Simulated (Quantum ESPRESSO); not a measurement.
Quantum ESPRESSO run on Co (P6_3/mmc, 2 atoms in the cell): self-consistent single point.

Method: PBE, PSlibrary ultrasoft (PBE) pseudopotentials (plane waves; Quantum ESPRESSO).

The change in words: lattice scaled by 0.98. Reference geometry:
```
Co
1.0
    2.46557     0.00000     0.00000
   -1.23279     2.13525     0.00000
    0.00000     0.00000     4.01068
Co
2
Direct
  0.33333   0.66667   0.25000
  0.66667   0.33333   0.75000
```
Moments meant for the start (each program seeds them in its own way; μB, in the order of the atoms Co Co): 3.0 3.0.

Reference input (self-consistent single point, DFT, PBE, plane waves, PSlibrary ultrasoft (PBE) pseudopotentials): ecutwfc = 50 Ry; ecutrho = 300 Ry; occupations = smearing; smearing = gauss; degauss = 0.0099958 Ry; nspin = 2; potentials = {Co: Co.pbe-n-rrkjus_psl.1.0.0.UPF}; K_POINTS = automatic 20 20 11 0 0 0; conv_thr = 1e-10 Ry; mixing_beta = 0.3. This run's input differs from it in these lines:

```diff
@@ -27,4 +27,4 @@
 ATOMIC_POSITIONS angstrom
-Co    0.00000000    1.42349928    1.00267125
-Co    1.23278654    0.71174964    3.00801375
+Co    0.00000000    1.39502942    0.98261775
+Co    1.20813092    0.69751471    2.94785325
 K_POINTS automatic
@@ -32,5 +32,5 @@
 CELL_PARAMETERS bohr
-   4.65925787     0.00000000     0.00000000
-  -2.32962894     4.03503568     0.00000000
-   0.00000000     0.00000000     7.57909622
+   4.56607313     0.00000000     0.00000000
+  -2.28303656     3.95433532     0.00000000
+   0.00000000     0.00000000     7.42751373
```

Output, abridged:

```
     Self-consistent Calculation

     iteration #  1     ecut=    50.00 Ry     beta= 0.30

     Threshold (ethr) on eigenvalues was too large:
     Diagonalizing with lowered threshold

     total energy              =    -152.23184524 Ry
     estimated scf accuracy    <       0.03645547 Ry

     total magnetization       =     3.57 Bohr mag/cell
     absolute magnetization    =     3.57 Bohr mag/cell

     iteration #  2     ecut=    50.00 Ry     beta= 0.30

     total energy              =    -152.25450162 Ry
     estimated scf accuracy    <       0.01174954 Ry

     total magnetization       =     3.42 Bohr mag/cell
   [... lines left out ...]
     absolute magnetization    =     3.37 Bohr mag/cell

   [... 8 blocks of this kind left out ...]

     iteration # 12     ecut=    50.00 Ry     beta= 0.30

     total energy              =    -152.27333545 Ry
     estimated scf accuracy    <          1.6E-09 Ry

     total magnetization       =     3.14 Bohr mag/cell
     absolute magnetization    =     3.43 Bohr mag/cell

     iteration # 13     ecut=    50.00 Ry     beta= 0.30

     Magnetic moment per site  (integrated on atomic sphere of radius R)
     atom   1 (R=0.411)  charge=  7.5611  magn=  1.6359
     atom   2 (R=0.411)  charge=  7.5611  magn=  1.6359
     End of self-consistent calculation

     Number of k-points >= 100: set verbosity='high' to print the bands.

     the Fermi energy is    15.5901 ev

!    total energy              =    -152.27333545 Ry
     estimated scf accuracy    <          5.4E-12 Ry
     smearing contrib. (-TS)   =      -0.00103664 Ry
     internal energy E=F+TS    =    -152.27229881 Ry

     total magnetization       =     3.14 Bohr mag/cell
     absolute magnetization    =     3.43 Bohr mag/cell

     convergence has been achieved in  13 iterations

     Forces acting on atoms (cartesian axes, Ry/au):

     atom    1 type  1   force =     0.00000000   -0.00000000    0.00000000
     atom    2 type  1   force =    -0.00000000    0.00000000    0.00000000

     Total force =     0.000000     Total SCF correction =     0.000000

          total   stress  (Ry/bohr**3)                   (kbar)     P=      229.74
   0.00162684  -0.00000000  -0.00000000          239.32       -0.00       -0.00
  -0.00000000   0.00162684  -0.00000000           -0.00      239.32       -0.00
   0.00000000   0.00000000   0.00143148            0.00        0.00      210.58

   JOB DONE.
```

The run converged in 13 iterations. Against the reference run the free energy goes up by 60.1 meV/atom, the pressure goes from 5.58 to 22.97 GPa and the size of the net moment goes from 1.60 to 1.57 μB/atom.

The starting cell comes from a database of computed structures (which also holds hypothetical and non-ambient phases and stackings), without a prior relaxation at this level. Its lattice was rescaled by a random factor within 2.5 % of one. For this run, on top of that: lattice scaled by 0.98. The magnetic order is the one reached from the typed start; others were not searched systematically. With a pressure of about 23 GPa the cell is away from its equilibrium volume at this level.

Cost on one core of a shared machine: roughly 70 s.
